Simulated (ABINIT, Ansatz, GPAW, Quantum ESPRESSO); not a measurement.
## SrMg6Sn (Amm2, 8 atoms in the cell) computed with different codes at matched settings

Self-consistent single point.

```xyz
8
Lattice="5.2594 0.0000 0.0000 0.0000 3.2787 6.0624 0.0000 -3.2787 6.0624" Properties=species:S:1:pos:R:3 pbc="T T T"
Sr     2.6297     0.0000     8.1344
Mg     2.6297     1.6481     5.0757
Mg     2.6297    -1.6481     5.0757
Mg     0.0000     1.6959     6.9835
Mg     0.0000    -1.6959     6.9835
Mg     0.0000     0.0000     4.0532
Mg     0.0000     0.0000    10.2166
Sn     2.6297     0.0000     1.9764
```

All programs got the same cell, k-point mesh and kind of occupations (in Ansatz's words: kpoints.mp_grid.grid = 3 3 3; scf.occupations.method = fermi_dirac; scf.occupations.width = 0.1 eV); potentials, basis and cutoffs are each program's usual ones.

| code | model | pressure (GPa) | largest force (eV/Å) | cutoff |
|---|---|---|---|---|
| Quantum ESPRESSO | PBEsol, GBRV 1.5 ultrasoft (PBESOL) pseudopotentials | -1.01 | 0.286 | 40 Ry |
| GPAW | PBEsol, GPAW PAW datasets PBEsol (made by gpaw-setup) | -0.95 | 0.284 | 850 eV |
| ABINIT | PBEsol, norm-conserving pseudopotentials (PseudoDojo nc-sr-04 PBEsol standard) | -0.98 | 0.284 | 84 Ry |
| Ansatz | PBEsol, PAW files made with PBE | -0.99 | 0.285 | 420 eV |

Size of the force on each atom (eV/Å): Sizes of forces hide their directions.

```
code                Sr1    Mg2    Mg3    Mg4    Mg5    Mg6    Mg7    Sn8
----------------  -----  -----  -----  -----  -----  -----  -----  -----
Quantum ESPRESSO  0.031  0.075  0.075  0.187  0.187  0.286  0.017  0.122
GPAW              0.031  0.076  0.076  0.190  0.190  0.284  0.029  0.124
ABINIT            0.030  0.075  0.075  0.188  0.188  0.284  0.017  0.121
Ansatz            0.031  0.075  0.075  0.186  0.186  0.285  0.017  0.121
```

The spread over the programs that give each value: pressure within 0.06 GPa; largest force within 0.002 eV/Å.

The starting cell comes from a database of computed structures (which also holds hypothetical and non-ambient phases and stackings), without a prior relaxation at this level. On Ansatz's run: Without a gap this mesh is coarse (it stands for a supercell whose shortest vector is 16 Å).

Task: Why do the programs differ, and what cannot be compared?

Result: Differences of this kind can come from the potentials, where these differ, and from what each basis and cutoff leave unconverged. The zero of total energies and Fermi levels follows the potentials and each program's conventions, so they are not compared here. Ansatz's pressure is given at a fixed set of plane waves, as the other plane-wave codes print theirs.

The shared mesh is coarse (it stands for a supercell whose shortest vector is 16 Å), so the values are not converged in it.

Left out of this page: CP2K and SIESTA (unsound by tests on forces, stress, charge or solver warnings); Elk and FLEUR (not drawn, or without a comparable value).

Ansatz is a quantum-chemistry and plane-wave program.

Keys are those of Ansatz 0.2.
